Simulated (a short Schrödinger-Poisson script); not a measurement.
Gated Al0.4Ga0.6N/GaN polarisation-induced gas

Structure: gated Al0.4Ga0.6N/GaN polarisation-induced gas, at 20 K.

| layer | material | thickness (nm) | Na (cm⁻³) |
|---|---|---|---|
| 1 | Al0.4Ga0.6N | 10 | - |
| 2 | GaN | 6000 | 1e14 |

Constants are typed, rounded textbook-type inputs, not results; the design itself was drawn at random and stands for no fabricated device. Al0.4Ga0.6N: permittivity 9.26, conduction-band edge (eV) 0.58, gap (eV) 4.258, electron mass (mₑ) 0.248, Nv at 300 K (cm⁻³) 4.6e19. GaN: permittivity 9.5, conduction-band edge (eV) 0, gap (eV) 3.43, Nv at 300 K (cm⁻³) 4.6e19.

Channel valleys (confinement mass, in-plane density-of-states mass, number): Γ 0.2, 0.2, 1. At the gate the conduction-band edge of layer 1 lies 1.36 eV − eVg above the Fermi level of the channel; the field vanishes at the back. Sheet of polarisation charge: +2e13 e/cm² at 10 nm from the gate. The barrier under the gate holds no holes. Gaps are held at their typed values at every temperature. Mesh 0.08 nm at interfaces.

Solved with a short Schrödinger-Poisson script written for these runs: 1D Poisson equation in equilibrium, electrons quantum, Hartree (BenDaniel-Duke, 40 states a valley, the channel's in-plane mass for all, wave functions free to enter the barrier), parabolic valleys, classical holes, full ionisation, no traps, pinning or gate leakage.

```csv
Vg (V),electrons (cm⁻²),in the channel layer,C (μF/cm²),Γ E0 (meV),Γ E1 (meV)
0.5,1.60e13,1.48e13,0.756,-169.0,-22.4
0.25,1.48e13,1.38e13,0.752,-157.7,-19.7
0,1.37e13,1.28e13,0.748,-146.3,-17.2
-0.25,1.25e13,1.18e13,0.744,-134.8,-14.8
-0.5,1.13e13,1.08e13,0.740,-123.2,-12.5
-0.75,1.02e13,9.76e12,0.735,-111.6,-10.3
-1,9.04e12,8.72e12,0.731,-99.9,-8.3
-1.25,7.91e12,7.66e12,0.726,-88.2,-6.4
-1.5,6.78e12,6.60e12,0.720,-76.4,-4.6
-1.75,5.66e12,5.54e12,0.713,-64.6,-2.9
-2,4.55e12,4.48e12,0.705,-52.6,-1.2
-2.25,3.46e12,3.42e12,0.694,-40.6,0.8
-2.5,2.39e12,2.37e12,0.679,-28.4,3.6
-2.75,1.35e12,1.34e12,0.656,-16.1,8.4
-3,3.60e11,3.60e11,0.596,-4.2,12.0
```

Gate voltages with under 1e6 electrons/cm² are left out.

Subbands count from the Fermi level.
